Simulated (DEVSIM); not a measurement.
Structure: illuminated Si n-on-p cell, one wavelength, with a back-surface field, at 300 K.

```csv
layer (left to right),material,thickness (μm),Nd (cm⁻³),Na (cm⁻³),τn (s),τp (s),absorption coefficient (cm⁻¹)
1,Si,0.700,1.1e18,-,2.5e-9,7e-8,810
2,Si,69.0,-,1.1e16,1.1e-7,1.1e-7,810
3,Si,0.210,-,8.8e18,1.1e-7,1.1e-7,810
```

Left contact: ohmic, minority hole recombination velocity 100 cm/s. Right contact: ohmic, minority electron recombination velocity 8e6 cm/s. Voltage is applied to the left contact. Recombination: SRH at mid-gap, radiative, Auger. Gap narrowing is on: ΔEg = 6.92 meV × (l + √(l² + 0.5)), l = ln(N/1.3e17 cm⁻³), shared equally by both band edges. Light enters at the left, 2.2e16 photons cm⁻² s⁻¹, one pass, no reflection. Mobility is μmin + (μ − μmin)/(1 + (N/Nref)^α).

This is a model device: material constants are rounded textbook-type values typed into the input, and sizes, dopings and lifetimes were drawn at random. Values at 300 K.

```tsv
parameter	Si
gap (eV)	1.124
affinity (eV)	4.05
permittivity	11.7
Nc (cm⁻³)	2.86e19
Nv (cm⁻³)	3.1e19
μn (cm²/Vs)	1417
μp (cm²/Vs)	470
μn,min	52
μp,min	45
Nref,n	9.7e16
Nref,p	2.2e17
αn	0.68
αp	0.72
B (cm³/s)	4.7e-15
Cn (cm⁶/s)	2.8e-31
Cp (cm⁶/s)	9.9e-32
```

Simulated with DEVSIM: 1D drift-diffusion, Boltzmann statistics, complete ionisation; no tunnelling, impact ionisation, image-force lowering or self-heating.

The photon flux was swept, all else fixed.

| photon flux (cm^-2 s^-1) | fill factor | short-circuit current (mA/cm²) | largest power (mW/cm²) | open-circuit voltage (V) |
|---|---|---|---|---|
| 6.6e14 | [?] | [?] | 0.0165 | [?] |
| 2.2e15 | 0.73 | 0.221 | 0.0641 | 0.399 |
| 6.6e15 | 0.75 | 0.664 | 0.216 | 0.432 |
| 2.2e16 | 0.77 | 2.21 | 0.795 | 0.465 |
| 6.6e16 | 0.79 | 6.64 | 2.59 | 0.495 |
| 2.2e17 | 0.80 | 22.1 | 9.32 | 0.527 |
| 6.6e17 | 0.81 | 66.4 | 29.9 | 0.556 |

Some entries are withheld; supply them.


- 6.6e14, fill factor: 0.69
- 6.6e14, short-circuit current (mA/cm²): 0.0664
- 6.6e14, open-circuit voltage (V): 0.361
